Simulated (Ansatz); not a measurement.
**PBE against r2SCAN: BaZrO3**

Start from BaZrO3 in the cubic perovskite structure (space group Pm-3m, No. 221; a = 4.227 Å).

(Cell as relaxed with PBE.)

Levels (all Ansatz, a quantum-chemistry and plane-wave program, PAW): PBE (420 eV, without spin-orbit coupling); r2SCAN (500 eV, no spin-orbit coupling).

Each level relaxes its own structure.

```json
[
 {"quantity": "volume per atom", "PBE": "15.11 Å³", "r2SCAN": "?"},
 {"quantity": "lattice parameter a", "PBE": "4.227 Å", "r2SCAN": "?"},
 {"quantity": "band gap", "PBE": "3.18 eV", "r2SCAN": "?"},
 {"quantity": "gap character", "PBE": "indirect, R → Γ", "r2SCAN": "?"},
 {"quantity": "electron mass (degenerate bands, along [100])", "PBE": "0.36, 0.36, 2.8 mₑ", "r2SCAN": "?"}
]
```

Q: What does r2SCAN give?

A: 
- volume per atom, r2SCAN: 14.87 Å³
- lattice parameter a, r2SCAN: 4.205 Å
- band gap, r2SCAN: 3.73 eV
- gap character, r2SCAN: indirect, R → Γ
- electron mass (degenerate bands, along [100]), r2SCAN: 0.36, 0.36, 2.8 mₑ

PBE's volume per atom lies 0.24 Å³ above r2SCAN's (1.6 %); PBE's lattice parameter a lies 0.022 Å above r2SCAN's (0.5 %); PBE's band gap lies 0.55 eV below r2SCAN's; the two agree on the gap character and electron mass. Neither level is exact; r2SCAN is the comparison here, not a measurement.

Effective masses come from finite differences of ±0.01 Å⁻¹. Stability against distortions was not tested.
